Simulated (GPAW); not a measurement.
Input and output of a self-consistent single point for Tl₃Cu (I4/mmm, 4 atoms in the cell) (GPAW).

Method: PBEsol, GPAW PAW datasets PBEsol (made by gpaw-setup) (plane waves; GPAW).

The change in words: lattice scaled by 0.98. Reference geometry:
```
Tl3Cu
1.0
   -2.28607     2.28607     4.98630
    2.28607    -2.28607     4.98630
    2.28607     2.28607    -4.98630
Tl Cu
3 1
Direct
  0.75000   0.25000   0.50000
  0.25000   0.75000   0.50000
  0.50000   0.50000   0.00000
  0.00000   0.00000   0.00000
```

Reference input (self-consistent single point, DFT PBEsol, plane waves, GPAW PAW datasets PBEsol (made by gpaw-setup)): mode = pw; ecut = 850 eV; xc = PBEsol; kpts = 7 7 7; mesh shift (steps) = 0 0 0; occupations.name = fermi-dirac; occupations.width = 0.136 eV; nbands = -10; convergence.density = 1e-05 e/electron; symmetry.symmorphic = false; symmetry.tolerance = 0.0005; maxiter = 120. This run's input differs from it in these lines:

```diff
@@ -5,5 +5,5 @@
 atoms = Atoms(['Tl', 'Tl', 'Tl', 'Cu'],
-              cell=[[-2.286070, 2.286070, 4.986305],
-                    [2.286070, -2.286070, 4.986305],
-                    [2.286070, 2.286070, -4.986305]],
+              cell=[[-2.240349, 2.240349, 4.886579],
+                    [2.240349, -2.240349, 4.886579],
+                    [2.240349, 2.240349, -4.886579]],
               scaled_positions=[[0.750000, 0.250000, 0.500000],
```

Output (repeated stretches shortened):

```
     iter     time        total  log10-change:
                         energy   eigst   dens
iter:   1 --:--:--   -12.570383
iter:   2 --:--:--   -12.176242   -1.89  -1.47
iter:   3 --:--:--   -11.947387   -1.71  -1.56
iter:   4 --:--:--   -12.061423   -1.68  -1.73
iter:   5 --:--:--   -11.897961   -1.97  -2.04
iter:   6 --:--:--   -12.082716   -1.63  -2.22
iter:   7 --:--:--   -11.866072   -1.77  -2.13
iter:   8 --:--:--   -11.857634   -3.81  -2.65
iter:   9 --:--:--   -11.852402c  -3.40  -2.73
iter:  10 --:--:--   -11.852834c  -4.55  -3.08
iter:  11 --:--:--   -11.852816c  -5.27  -3.17
iter:  12 --:--:--   -11.851495c  -4.05  -3.36
   [... lines left out ...]
iter:  18 --:--:--   -11.851449c  -6.65  -4.14
iter:  19 --:--:--   -11.851457c  -6.92  -4.16
iter:  20 --:--:--   -11.851458c  -7.92c -4.23
iter:  21 --:--:--   -11.851455c  -7.46c -4.25
iter:  22 --:--:--   -11.851457c  -8.26c -4.41
iter:  23 --:--:--   -11.851459c  -7.40c -4.42
iter:  24 --:--:--   -11.851463c  -7.08  -4.50
iter:  25 --:--:--   -11.851464c  -8.49c -4.68
iter:  26 --:--:--   -11.851463c  -8.05c -4.73
iter:  27 --:--:--   -11.851463c  -8.17c -4.81
iter:  28 --:--:--   -11.851463c  -9.57c -4.95
iter:  29 --:--:--   -11.851463c  -8.38c -4.97
iter:  30 --:--:--   -11.851464c  -8.49c -5.15c
Converged after 30 iterations.

Dipole moment: (-0.000000, 0.000000, 0.000000) |e|*Ang

Energy contributions relative to reference atoms: (reference = -1694673.975055)

Kinetic:         +0.260936
Potential:       -0.806931
External:        +0.000000
XC:             -11.492938
Entropy (-ST):   -0.109405
Local:           +0.242171
SIC:             +0.000000
--------------------------
Free energy:    -11.906166
Extrapolated:   -11.851464

Showing only first 2 kpts
 Kpt  Band  Eigenvalues  Occupancy
  0    23      5.38989    1.99999
  0    24      7.82997    0.00915
  0    25      7.82998    0.00915
  0    26      8.28266    0.00033

  1    23      5.69006    1.99994
  1    24      6.76015    1.84606
  1    25      7.09615    1.00684
  1    26      7.39590    0.20124

Fermi level: 7.09801

No gap
No difference between direct/indirect transitions
Energy (eV): -11.851464

Forces in eV/Ang:
  0 Tl   -0.00000   -0.00000    0.00000
  1 Tl    0.00000    0.00000    0.00000
  2 Tl    0.00000    0.00000    0.00000
  3 Cu    0.00000    0.00000    0.00000

Stress tensor:
     0.007731     0.000000     0.000000
     0.000000     0.007731     0.000000
     0.000000     0.000000     0.011164
Stress (GPa, Voigt): [1.2387 1.2387 1.7887 0.     0.     0.    ]
```

The run converged in 30 iterations. GPAW prints stress with tension positive. Against the reference run the free energy drops by 22.7 meV/atom and the pressure goes from -3.36 to -1.42 GPa.

The starting cell comes from a database of computed structures (which also holds hypothetical and non-ambient phases and stackings), without a prior relaxation at this level. For this run, on top of that: lattice scaled by 0.98. Spin polarisation is off.

Cost on one core of a shared machine: roughly 6 min.
